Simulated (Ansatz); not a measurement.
Take ZnS in the wurtzite structure (space group P6_3mc, No. 186; a = 3.845 Å, c = 6.305 Å) as the base.

Method: plane-wave PAW DFT at the PBE level (Ansatz, an electronic-structure program, 420 eV), scalar-relativistic without spin-orbit coupling.

One change was made to it. Results:

The shortest interatomic distance decreases by 0.010 Å, from 2.357 Å to 2.347 Å; the valence-band top at Γ (three highest levels, from the VBM) goes from 0.00, 0.00, -0.07 eV to 0.00, 0.00, -0.08 eV; the density increases by 0.05 g/cm³ to 4.06 g/cm³; the gap character is still direct at Γ; the band gap increases by 0.056 eV, from 2.08 eV to 2.13 eV.

Problem. What was done to the base?
(A) pressure −1 GPa
(B) pressure 0.9 GPa
(C) pressure 30 GPa

Solution. B, pressure 0.9 GPa. For comparison, the band gap in the other runs: pressure 30 GPa gives 3.10 eV; pressure −1 GPa gives 2.01 eV.

Load acts through the strain it causes; cell and atoms are relaxed under it. No phonon test of stability was made. Tetrahedral semiconductors of this kind turn to denser phases somewhere between about 1 and 50 GPa; those were not computed, so compressed cells here can lie past the real transition.
